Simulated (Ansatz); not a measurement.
The starting structures come from a database of crystals and need not be the phases stable at ambient conditions.

By PBEsol, the system below comes out a metal.

The ballistic (Sharvin) conductance counts the channels at the Fermi level: G/A = (e²/h) × channels of both spins per area.

```
HfRh
1.0
    3.24905     0.00000     0.00000
    0.00000     3.24905     0.00000
    0.00000     0.00000     3.24905
Hf Rh
1 1
Direct
  0.00000   0.00000   0.00000
  0.50000   0.50000   0.50000
```

Space group of this cell: Pm-3m, CsCl type. The cell is taken as given; by PBEsol its mean pressure is -2.8 GPa.

The current flows along the normal of the first two printed cell vectors, the (001) plane of the conventional cell. No spin-orbit coupling; the value is a mean over 0.1 eV about the Fermi level.

Q: Predict the ballistic conductance per area from PBEsol in Ansatz (a program for electronic structure).

A: 1.2 × 10¹⁵ S/m² for both spins.
